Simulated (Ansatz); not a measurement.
The starting structures come from a database of crystals and need not be the phases stable at ambient conditions.

 Where the default PAW files enter, the runs use the earlier of Ansatz's two default sets.

Inside the gap of an insulator the Bloch states are evanescent, with a wavenumber k + iκ along the transport direction.

Given:

```yaml
crystal:
  lattice:
    - [3.33360, 0.00000, 0.00000]
    - [0.00000, 5.55640, 0.00000]
    - [0.00000, 0.00000, 6.30985]
  atoms:
    - { symbol: Hf, position: [0.75000, 0.75132, 0.10787] }
    - { symbol: Hf, position: [0.25000, 0.24868, 0.89213] }
    - { symbol: Hf, position: [0.25000, 0.74868, 0.60787] }
    - { symbol: Hf, position: [0.75000, 0.25132, 0.39213] }
    - { symbol: O, position: [0.25000, 0.97921, 0.34145] }
    - { symbol: O, position: [0.75000, 0.02079, 0.65855] }
    - { symbol: O, position: [0.75000, 0.52079, 0.84145] }
    - { symbol: O, position: [0.25000, 0.47921, 0.15855] }
    - { symbol: O, position: [0.25000, 0.86050, 0.92340] }
    - { symbol: O, position: [0.75000, 0.13950, 0.07660] }
    - { symbol: O, position: [0.75000, 0.63950, 0.42340] }
    - { symbol: O, position: [0.25000, 0.36050, 0.57660] }
```

Space group of this cell: Pnma. The cell is strained (lengths along the current scaled by 0.97, ions clamped); by r2SCAN its mean pressure is 6.2 GPa.

Transport runs along the normal of the first two printed cell vectors.

No gap correction and no spin-orbit coupling; mid-gap values are interpolated between computed energies.

Q: State the band gap and the smallest decay constant κ at mid-gap according to r2SCAN in Ansatz (a quantum-chemistry and plane-wave program).

A: Gap 4.08 eV on a 10×6×6 mesh; κ = 0.431 1/Å, at the zone centre.
